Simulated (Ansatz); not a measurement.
## Pressure series in NbAs

The parent structure is NbAs (space group I4_1md, No. 109; a = 3.474 Å, c = 11.749 Å).

Cell and atoms are relaxed at each pressure.

Method: plane-wave PAW DFT at the PBE level (Ansatz, a program for electronic structure, 420 eV), without spin-orbit coupling.

```tsv
case	volume per atom	c/a ratio
base	17.72 Å³	3.382
pressure −2 GPa	17.95 Å³	3.391
pressure −1 GPa	___	___
pressure 0.9 GPa	17.62 Å³	___
pressure 2.1 GPa	17.50 Å³	3.374
pressure 4.5 GPa	17.26 Å³	3.364
pressure 9 GPa	16.85 Å³	3.349
pressure 15 GPa	16.37 Å³	3.328
pressure 22.5 GPa	15.86 Å³	___
pressure 30 GPa	15.42 Å³	3.283
```

What belongs in the blanks?


- pressure −1 GPa, volume per atom: 17.83 Å³
- pressure −1 GPa, c/a ratio: 3.386
- pressure 0.9 GPa, c/a ratio: 3.379
- pressure 22.5 GPa, c/a ratio: 3.305

Load acts through the strain it causes; cell and atoms are relaxed under it. Stability against distortions was not tested. Competing high-pressure phases were not computed. The final runs are not spin-polarised.
